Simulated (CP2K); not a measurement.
Band structure of MgB₂ (P6/mmm, 3 atoms in the cell).

```yaml
crystal:
  lattice:
    - [2.99722, 0.00000, 0.00000]
    - [-1.49861, 2.59567, 0.00000]
    - [0.00000, 0.00000, 3.44552]
  atoms:
    - { symbol: Mg, position: [0.00000, 0.00000, 0.00000] }
    - { symbol: B, position: [0.66667, 0.33333, 0.50000] }
    - { symbol: B, position: [0.33333, 0.66667, 0.50000] }
```

Computed with PBE, GPW, DZVP-MOLOPT-SR-GTH basis, GTH-PBE potentials (GTH_POTENTIALS) run with CP2K.

Settings: CUTOFF = 1000 Ry; REL_CUTOFF = 50 Ry; SMEAR/METHOD = FERMI_DIRAC; ELECTRONIC_TEMPERATURE = 1160.45 K; KPOINTS/SCHEME = MONKHORST-PACK 13 13 10; GAMMA_CENTERED = T; XC_FUNCTIONAL = PBE; Mg/BASIS_SET = DZVP-MOLOPT-SR-GTH; Mg/POTENTIAL = GTH-PBE-q10; B/BASIS_SET = DZVP-MOLOPT-SR-GTH; B/POTENTIAL = GTH-PBE-q3; METHOD = GPW; EPS_DEFAULT = 1e-10; EXTRAPOLATION = USE_GUESS.

The starting cell comes from a database of computed structures (which also holds hypothetical and non-ambient phases and stackings), without a prior relaxation at this level. Its lattice was rescaled by a random factor within 2.5 % of one. Values carry the incompleteness of an atom-centred basis.

Levels in eV from the Fermi level, bands 5 to 10:
| point | 5 | 6 | 7 | 8 | 9 | 10 |
|---|---|---|---|---|---|---|
| Γ | -12.97 | -3.26 | 0.51 | 0.51 | 2.45 | 6.69 |
| M | -8.82 | -8.16 | -2.29 | 0.23 | 3.16 | 5.20 |
| K | -7.48 | -7.48 | -6.19 | 1.93 | 1.93 | 7.31 |
| A | -11.56 | -7.96 | 0.84 | 0.84 | 7.29 | 7.29 |
| L | -7.66 | -7.23 | -3.92 | -1.92 | -1.32 | 6.61 |
| H | -6.44 | -6.44 | -5.54 | -2.23 | -2.23 | 3.91 |

Bands cross the Fermi level along this path, so the cell is metallic at this level.

Higher empty bands are left out: an atom-centred basis made for the valence describes them poorly.
